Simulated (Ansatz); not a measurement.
TiCr2 (Fd-3m, No. 227; cell taken from a computed entry)

These are PBEsol (PAW; Ansatz, a program for electronic structure) values and carry that method's errors.

Run with plane-wave cutoff 500 eV, 14×14×14 k mesh, Fermi–Dirac smearing 0.1 eV, no spin polarisation, scalar-relativistic PAW data made under PBE.

Cell: relaxed at this level.

- equilibrium volume per atom = 12.98 Å³/atom
- lattice constant a = 6.779 Å
- band gap = none

Note: the relaxation could not lower the start's symmetry, so the cell can be a saddle point above a distorted one.

Computed values are for the static lattice.

The result took very roughly 100 core-seconds.
